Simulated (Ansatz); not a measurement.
## CdTe (model structure, Pm-3m, No. 221, 2 atoms in the cell)

The numbers are results of PBEsol (Ansatz, a program for electronic structure, plane waves, PAW), not measurements.

Run with plane-wave cutoff 520 eV, 16×16×16 k mesh, Fermi–Dirac smearing 0.05 eV, scalar-relativistic PAW data made under PBE.

Cell (relaxed at this level):

```xyz
2
Lattice="3.6998 0.0000 0.0000 0.0000 3.6998 0.0000 0.0000 0.0000 3.6998" Properties=species:S:1:pos:R:3 pbc="T T T"
Cd     0.0000     0.0000     0.0000
Te     1.8499     1.8499     1.8499
```

For CdTe (model structure, Pm-3m, No. 221, 2 atoms in the cell), the band gap is zero (no gap) and the bulk modulus is 56.1 GPa.

Note: the bulk modulus is −V dP/dV from two relaxed cells at ±2 % in volume; the relaxation could raise the start's symmetry but not lower it, so the cell can be a saddle point.

Spin–orbit coupling is not included; it can open a gap where bands touch, and shift volumes and moduli.

Computed values are for the static lattice.

Cost on a shared machine: around 100 core-seconds (rough).

A model structure was made by putting elements into a prototype or built by hand; it is no filed structure, need not be a known phase, and can be a saddle point held by its symmetry.
